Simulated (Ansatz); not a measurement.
AlN (P6_3mc) under hydrostatic pressure (compression positive): band gap by r2SCAN with spin-orbit coupling, rigid bands (plane waves, PAW; Ansatz, a quantum-chemistry and plane-wave program). The unloaded cell, whose axes the loads refer to:

```
AlN
1.0
    3.11376     0.00000     0.00000
   -1.55688     2.69660     0.00000
    0.00000     0.00000     4.98368
Al N
2 2
Direct
  0.33333   0.66667   0.99651
  0.66667   0.33333   0.49651
  0.33333   0.66667   0.37849
  0.66667   0.33333   0.87849
```

```json
[
 {"hydrostatic pressure (compression positive) (GPa)": "-13.5", "volume per atom (Å³)": "11.32", "band gap (eV)": "4.14"},
 {"hydrostatic pressure (compression positive) (GPa)": "-9", "volume per atom (Å³)": "10.99", "band gap (eV)": "4.39"},
 {"hydrostatic pressure (compression positive) (GPa)": "-4.5", "volume per atom (Å³)": "10.71", "band gap (eV)": "4.62"},
 {"hydrostatic pressure (compression positive) (GPa)": "0", "volume per atom (Å³)": "10.46", "band gap (eV)": "?"},
 {"hydrostatic pressure (compression positive) (GPa)": "4.5", "volume per atom (Å³)": "10.24", "band gap (eV)": "5.01"},
 {"hydrostatic pressure (compression positive) (GPa)": "9", "volume per atom (Å³)": "10.04", "band gap (eV)": "5.18"},
 {"hydrostatic pressure (compression positive) (GPa)": "18", "volume per atom (Å³)": "9.68", "band gap (eV)": "5.50"}
]
```

**Question.** Fit a straight line to band gap against the load over the rows given, and predict the row at 0 GPa.

**Answer.** The means are x̄ = 0.750 GPa and ȳ = 4.8067; Σ(x − x̄)(y − ȳ) = 30.35 and Σ(x − x̄)² = 705.4, so the slope is 43.0 meV per GPa, and the rows given lie within 54 meV of the line. At 0 GPa the line gives 4.77 eV; the calculation gives 4.82 eV, 0.95 % from it.

**Question.** With all rows, what volume deformation potential dE_g/d ln V follows?

**Answer.** A line through E_g against ln V has the slope -8.7 eV, so the gap opens under compression.

 Stresses and pressures are the targets of the relaxation. Gaps are resolved to about 0.01 eV. The structure type is held at every load. Geometry: cell and atoms relaxed with PBEsol.
